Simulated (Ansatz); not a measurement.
We consider CdZnS2 (P3m1, No. 156, 4 atoms in the cell; start mp-1215475), described by LDA (Ansatz, a quantum-chemistry and plane-wave program, plane waves, PAW).

Run with plane-wave cutoff 520 eV, 12×12×6 k mesh (along the axes of the cell as run), Fermi–Dirac smearing 0.01 eV, scalar-relativistic PAW data made under PBE.

Cell (relaxed at this level):

Space group P3m1 (No. 156); a = b = 3.8856 Å, c = 6.4564 Å, α = β = 90.00°, γ = 120.00°

```json
[
 {"atom": "Zn", "site": "1a", "symmetry": "3m.", "x": "0.0000", "y": "0.0000", "z": "0.9991"},
 {"atom": "Cd", "site": "1b", "symmetry": "3m.", "x": "0.3333", "y": "0.6667", "z": "0.5077"},
 {"atom": "S", "site": "1b", "symmetry": "3m.", "x": "0.3333", "y": "0.6667", "z": "0.8918"},
 {"atom": "S", "site": "1a", "symmetry": "3m.", "x": "0.0000", "y": "0.0000", "z": "0.3535"}
]
```

Q: What does this level give for the band gap?

A: 
- band gap = 1.30 eV

Spin–orbit coupling is not included.

Static lattice: no zero-point or thermal effects.

A start named mp-… is a Materials Project structure, which need not be a measured phase.
